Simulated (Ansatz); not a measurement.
Start from BeSe in the zinc blende structure (space group F-43m, No. 216; a = 5.0816 Å).

Computed with LDA, PAW, 420 eV (Ansatz, a first-principles code; no SOC).

Strains are applied to the cell and any free atomic positions relax.

One change was made to it. Results:

The energy goes up by 1.0 meV/atom; the width of the top valence band goes up by 0.08 eV, from 3.50 eV to 3.58 eV; the mean gap deformation potential ΔEg/Δln V amounts to +2.2 eV.

Q: What was done to the base?
(A) isotropic strain −2.00 %
(B) isotropic strain −1.00 %
(C) isotropic strain +1.00 %
(D) isotropic strain −0.50 %

A: D, isotropic strain −0.50 %. For comparison, the energy relative to the base in the other runs: isotropic strain +1.00 % gives +3.8 meV/atom; isotropic strain −1.00 % gives +4.0 meV/atom; isotropic strain −2.00 % gives +16 meV/atom.

Stability against distortions was not tested.
